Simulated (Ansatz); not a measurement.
The starting structures come from a database of crystals and need not be the phases stable at ambient conditions.

By PBEsol, the system below comes out a metal.

Without scattering a metal conducts by its projected Fermi surface.

Given:

```
Al3V
1.0
    3.90535     0.00000     0.00000
    0.00000     5.52300     0.00000
    0.00000     2.76150     2.76150
Al V
3 1
Direct
  0.00000   0.50000   0.00000
  0.50000   0.00000   0.50000
  0.50000   0.50000   0.50000
  0.00000   0.00000   0.00000
```

Space group of this cell: Pm-3m, Cu3Au type. The cell is taken as given; by PBEsol its mean pressure is -3.2 GPa.

The current flows along the normal of the first two printed cell vectors, the (110) plane of the conventional cell. No spin-orbit coupling; the value is a mean over 0.1 eV about the Fermi level.

Q: Estimate the ballistic conductance per area that Ansatz (a quantum-chemistry and plane-wave program) with PBEsol returns for this system.

A: 0.84 × 10¹⁵ S/m² for both spins.
